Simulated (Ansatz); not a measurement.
The starting structures come from a database of crystals and need not be the phases stable at ambient conditions.

 Where the default PAW files enter, the runs use the earlier of Ansatz's two default sets.

By PBEsol, the system below comes out a metal.

Input:

```
Nb3Si
1.0
    5.16618     0.00000     0.00000
   -2.58309     7.32062     0.00000
    2.58309     0.00000     7.32062
Nb Si
12 4
Direct
  0.64016   0.81899   0.01765
  0.34219   0.98235   0.81899
  0.83882   0.18101   0.98235
  0.17883   0.01765   0.18101
  0.46671   0.62416   0.66088
  0.87241   0.33912   0.62416
  0.50343   0.37584   0.33912
  0.15745   0.66088   0.37584
  0.03528   0.59502   0.02896
  0.93576   0.97104   0.59502
  0.46922   0.40498   0.97104
  0.55974   0.02896   0.40498
  0.94884   0.67624   0.73924
  0.31192   0.26076   0.67624
  0.01184   0.32376   0.26076
  0.72740   0.73924   0.32376
```

Space group of this cell: I-4. The cell is taken as given; by PBEsol its mean pressure is -6.6 GPa.

The current flows along the normal of the first two printed cell vectors, the (110) plane of the conventional cell. No spin-orbit coupling; the value is a mean over 0.1 eV about the Fermi level.

### Question
Estimate the ballistic conductance per area that PBEsol (Ansatz, an electronic-structure program) returns for this system.

### Answer
0.26 × 10¹⁵ S/m² for both spins.
